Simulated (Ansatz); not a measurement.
Amorphous Hf18O39B2, 59 atoms at 8.29 g/cm³, one PBE-relaxed geometry, zone centre. Methods: PBE, scalar-relativistic without spin-orbit coupling (Ansatz, an electronic-structure program); r2SCAN, scalar-relativistic without spin-orbit coupling (Ansatz); HSE06, scalar-relativistic without spin-orbit coupling (Ansatz). Plane waves to 420 eV (r2SCAN 500 eV); exact exchange is cut at the cell's faces. At PBE the levels at the filled edge of the gap are localised (band-tail or defect states). All rungs ran without spin polarisation.

A CHGNet melt-quench gave the starting glass, which DFT then relaxed. O atoms were pushed apart under 1.9 Å during the dynamics, to hinder bonds among them. The hot cell started wider than the set density and was brought back towards it in steps. It is the lowest in DFT energy of 2 quenches. It is a model cell: composition and starting density were chosen by hand, and all elements were melted together. No dispersion term was used. Its density started from a set value of 8.42 and ended at 8.29 g/cm³. Cooling (nominally 380 K/ps over its main leg) ran many orders faster than in experiment, which tends to leave more defects and strain. Values belong to this one cell and scatter from quench to quench. Volume and shape were free in the relaxation.

The relaxation ran on the zone centre alone. At PBE the level gap is 3.70 eV on a 2×2×2 Γ-centred mesh, and the spacing at the zone centre alone 3.71 eV.

### Question
What zone-centre spacing does r2SCAN give, roughly?

### Answer
4.16 eV (+0.45 eV against PBE).

### Question
What zone-centre spacing does HSE06 give, roughly?

### Answer
5.25 eV (+1.54 eV against PBE).

The highest filled and the lowest empty state spread over these numbers of atoms (participation numbers): PBE: 5.1 and 17.1; r2SCAN: 4.8 and 16.3; HSE06: 4.7 and 17.7.
